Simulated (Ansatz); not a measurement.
## A self-consistent single point of SnO (P4mm, 4 atoms in the cell) with Ansatz

Method: PBEsol, default PAW files made with PBE (plane waves; Ansatz, a first-principles code).

Input:

Ansatz 0.2 input:
```yaml
crystal:
  lattice:
    - [3.781000, 0.000000, 0.000000]
    - [0.000000, 3.781000, 0.000000]
    - [0.000000, 0.000000, 4.815800]
  atoms:
    - { symbol: Sn, position: [0.500000, 0.000000, 0.772382] }
    - { symbol: Sn, position: [0.000000, 0.500000, 0.238000] }
    - { symbol: O, position: [0.500000, 0.500000, 0.000000] }
    - { symbol: O, position: [0.000000, 0.000000, 0.000000] }
basis:
  ecutwfc: 420.0
kpoints:
  mp_grid: { grid: [7, 7, 5] }
hamiltonian:
  xc: pbesol
  pseudopotentials: { kind: paw }
scf:
  occupations: { method: fermi_dirac, width: 0.02 }
output:
  forces: true
  eigenvalues: true
  stress: true
```

The program printed (abridged):

```
WARN ansatz: RAYON_NUM_THREADS=1 ignored (pool sized by the plan → 1); use --threads N
Pseudopotentials: kind: paw
Pseudopotential: Sn, paw, valence charge 14
Pseudopotential: O, paw, valence charge 6
Crystal: 4 atoms, lattice volume = 68.846 Å³
Basis set: ecut = 420 eV, 1329 PW (Γ), exchange–correlation on 54×54×72 points (8 copies of the dense FFT grid, shifted against one another)
Bands: 24, of which v1, the nominal top of the filled ones, is band 20 counted from 1 (19 counted from 0)
Symmetry: 8 space group operations
Space group: P4mm (ITA 99), of the structure as read, at distance tolerance 4.1e-5 Å
k-points: 30 of 245 (time reversal used)
PAW frozen core: Sn, regenerated for the run's functional, and the local potential with it
PAW frozen core: O, regenerated for the run's functional, and the local potential with it
Initial density: superposition of atomic densities (neutral atoms: chi_scale 0, normalization atom), corrected by the library's trained network
Initial wavefunctions: pseudopotential atomic-orbital guess
Eigensolver: davidson
Functional: x = pbesol(κ = 0.804, μ = 0.12345679012345678), c = pbesol(β = 0.046)
SCF iter   1: F=—  HF=-13021.402895 eV  |F-HF|=—  |Δ(HF+E_count)|=         —  Δρ=1.32e-2  dr2=9.63e-2  ethr=1.77e-3  ⟨swp⟩=6.2  Hψ=3307  notcnv=0
all-band conjugate gradients solve this SCF's bands
preconditioner: auto → Resta (q_TF=auto, 2.492 Å⁻¹)
SCF iter   2: F=—  HF=-13021.381519 eV  |F-HF|=—  |Δ(HF+E_count)|=   2.14e-2  Δρ=3.97e-3  dr2=1.04e-2  ethr=2.41e-4  ⟨swp⟩=2.1  Hψ=1339  notcnv=0
SCF iter   3: F=—  HF=-13021.379331 eV  |F-HF|=—  |Δ(HF+E_count)|=   2.19e-3  Δρ=1.06e-3  dr2=8.43e-4  ethr=2.59e-5  ⟨swp⟩=2.0  Hψ=1056  notcnv=0
SCF iter   4: F=—  HF=-13021.379269 eV  |F-HF|=—  |Δ(HF+E_count)|=   6.17e-5  Δρ=2.49e-4  dr2=4.71e-5  ethr=2.11e-6  ⟨swp⟩=2.3  Hψ=1400  notcnv=0
SCF iter   5: F=—  HF=-13021.379281 eV  |F-HF|=—  |Δ(HF+E_count)|=   1.19e-5  Δρ=5.21e-5  dr2=2.81e-6  ethr=1.18e-7  ⟨swp⟩=2.3  Hψ=1051  notcnv=0
SCF iter   6: F=—  HF=-13021.379282 eV  |F-HF|=—  |Δ(HF+E_count)|=   1.68e-6  Δρ=1.41e-5  dr2=1.31e-7  ethr=7.02e-9  ⟨swp⟩=2.0  Hψ=952  notcnv=0
SCF iter   7: F=-13021.379283 eV  HF=-13021.379283 eV  |F-HF|=7.45e-9  |Δ(HF+E_count)|=   1.26e-7  Δρ=4.28e-6  dr2=1.18e-8  ethr=2.50e-10  ⟨swp⟩=5.9  Hψ=2967  notcnv=0
SCF 1 converged in 7 iterations: F = -13021.379283 eV  dr2 = 1.18e-8
SCF converged after 7 iterations
Free energy (F): -13021.379283 eV
Harris-Foulkes:  -13021.379283 eV  (|F-HF|=7.45e-9)
Internal energy: -13021.379280 eV  (E = F + TS)
E sigma→0 (E₀):  -13021.379281 eV
Entropy (-TS):   -0.000002 eV (-0.001 meV/atom)
Fermi energy:    10.316619 eV
--- Per-component energies (eV) ---
  E_band       = -181.413197
  E_kinetic    = 725.996500
  E_local      = -2683.572528  (includes V_loc(G=0)·N_el)
  E_nonlocal   = 36.601159
  E_hartree    = 1451.423932
  E_xc         = -904.955364
  E_vxc        = -381.760876  (∫ρ·V_xc dr)
  E_paw        = -8435.623928  (= ΣΔE_a)
  E_vpaw       = -781.533936  (= ΣTr[D̂ρ^β])
  E_aug_tail   = 0.004862  (compensation charges beyond the density's cutoff)
  E_ewald      = -3211.894169
  E_core_change = 0.640255  (= ΣΔE_core)
  E_smearing   = -0.000002  (= −TS)
  E_closure    = 0.000000  (closes the sum)
  Σ components = -13021.379283   (vs F -13021.379283, Δ=0.00e0)
--- Forces (eV/Å), atoms counted from 1 ---
  atom   1  Sn     0.00000000     0.00000000    -0.99572062
  atom   2  Sn    -0.00000000     0.00000000     0.61181342
  atom   3  O     -0.00000000     0.00000000     0.19194903
  atom   4  O      0.00000000     0.00000000     0.19194903
  max |Σ_I F_I| component: 9.15e-6 eV/Å
--- Stress (GPa, compression-positive) ---
        3.494452       0.000000       0.000000
        0.000000       3.494452       0.000000
        0.000000       0.000000       3.195274
  P = ⅓ Tr σ = 3.3947 GPa (33.947 kbar)
  The stress holds the Pulay correction. Without it, at fixed plane waves, as pw.x and ABINIT print it: P = 2.8798 GPa
--- Band table (eV; the first three rows and the last of 30) ---
  k-point 0: bands = ["-11.9454", "-11.4093", "-11.4093", "-11.4042", "-11.3568", "-11.3467", "-11.3002", "-11.2735", "-11.2581", "-11.2581", "-10.3825", "-7.4560", "2.2440", "3.4783", "3.4998", "3.4998", "6.4668", "6.7010", "6.7010", "10.1369", [...]
  k-point 1: bands = ["-11.9400", "-11.4098", "-11.4009", "-11.4009", "-11.3536", "-11.3446", "-11.3030", "-11.2768", "-11.2678", "-11.2678", "-10.3680", "-7.4562", "1.4859", "3.5369", "3.5369", "4.6467", "6.4431", "6.6966", "6.6966", "9.7824", [...]
  k-point 2: bands = ["-11.9309", "-11.4191", "-11.3837", "-11.3837", "-11.3475", "-11.3401", "-11.3087", "-11.2870", "-11.2870", "-11.2828", "-10.3446", "-7.4567", "0.8630", "3.5987", "3.5987", "6.4053", "6.4322", "6.6875", "6.6875", "8.4663", [...]
  k-point 29: bands = ["-11.8592", "-11.8428", "-11.3855", "-11.3584", "-11.3401", "-11.3188", "-11.2836", "-11.2835", "-11.2744", "-11.2317", "-8.5360", "-8.3879", "0.7772", "0.9778", "4.0942", "4.4023", "7.1380", "7.3744", "7.5654", "7.7369", [...]
```

The run converged in 7 iterations.

The starting cell has typed, rounded lattice constants, without a prior relaxation at this level. Its lattice was rescaled by up to half a per cent. One atom was moved a little off its site on purpose. With a pressure of about 3 GPa the cell is away from its equilibrium volume at this level. Ansatz's pressure includes its estimate of the finite-basis (Pulay) stress. Without the estimate this run gives 2.88 GPa.
